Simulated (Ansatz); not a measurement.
## Ti in the hcp (Mg type) structure (space group P6_3/mmc, No. 194)

```xyz
2
Lattice="2.9391 0.0000 0.0000 -1.4696 2.5454 0.0000 0.0000 0.0000 4.6502" Properties=species:S:1:pos:R:3 pbc="T T T"
Ti     1.4696     0.8485     3.4876
Ti     0.0000     1.6969     1.1625
```

All numbers come from PBE (Ansatz, a first-principles code, PAW, scalar-relativistic without spin-orbit coupling). Γ-centred 18×18×10 mesh, Fermi–Dirac width 0.05 eV.

```json
{
 "volume_per_atom": "17.39 Å³",
 "density": "4.57 g/cm³",
 "band_gap": "zero",
 "total_energy": "-2499.667 eV/atom (σ→0; compares only within this code and set-up)"
}
```

Whether these cells are dynamically stable was not tested. The final runs are not spin-polarised.
